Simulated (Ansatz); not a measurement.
## Sensitivity of a calculation on CdSe (P6_3mc, 4 atoms in the cell) to its settings

```xyz
4
Lattice="4.4022 0.0000 0.0000 -2.2011 3.8124 0.0000 0.0000 0.0000 7.1813" Properties=species:S:1:pos:R:3 pbc="T T T"
Cd     2.2011     1.2708     3.5903
Cd     0.0000     2.5416     7.1809
Se     2.2011     1.2708     6.2902
Se     0.0000     2.5416     2.6995
```

Base run A: HSE06, default PAW files made with PBE (Ansatz, a quantum-chemistry and plane-wave program), self-consistent single point.

Its settings: basis.ecutwfc = 420 eV; kpoints.mp_grid.grid = 5 5 2; hamiltonian.xc = hse06; hamiltonian.pseudopotentials = {kind: paw} (the program's default PAW files); scf.occupations.method = fixed.

The starting cell comes from a database of computed structures (which also holds hypothetical and non-ambient phases and stackings), without a prior relaxation at this level. Its lattice was rescaled by a random factor within 2.5 % of one. Ansatz's pressure includes its estimate of the finite-basis (Pulay) stress.

ΔF is the free energy per atom less that of run A. A dash stands where there is no value to compare (another energy zero or no entropy term, no result, no spin, no clean gap, or a mesh too coarse for one). Total energies depend on the potentials, the functional and any Hubbard or dispersion term, so they are compared only between runs that share all of them.

Run A gave: pressure (GPa) -1.76; largest force (eV/Å) 0.003; gap on the mesh (eV) 1.436.

Runs:
- B: hamiltonian.xc: hse06 → pbe [PBE]
- C: hamiltonian.xc: hse06 → pbe0 [PBE0]
- D: scf.convergence.dr2_threshold: default (1e-07 eV) → 0.001 eV

**Question.** What does run B change against A?

**Answer.** The pressure goes from -1.76 to -0.55 GPa, the largest force goes from 0.003 to 0.008 eV/Å and the gap on the mesh goes from 1.436 to 0.514 eV.

**Question.** What does run C change against A?

**Answer.** The pressure goes from -1.76 to -1.88 GPa, the largest force stays at 0.003 eV/Å and the gap on the mesh goes from 1.436 to 2.051 eV.

```csv
run,ΔF (meV/atom),pressure (GPa),largest force (eV/Å),gap on the mesh (eV)
A,0.00,-1.76,0.003,1.436
B,–,-0.55,0.008,0.514
C,–,-1.88,0.003,2.051
D,0.00,-1.75,0.003,1.436
```

Keys are those of Ansatz 0.2.
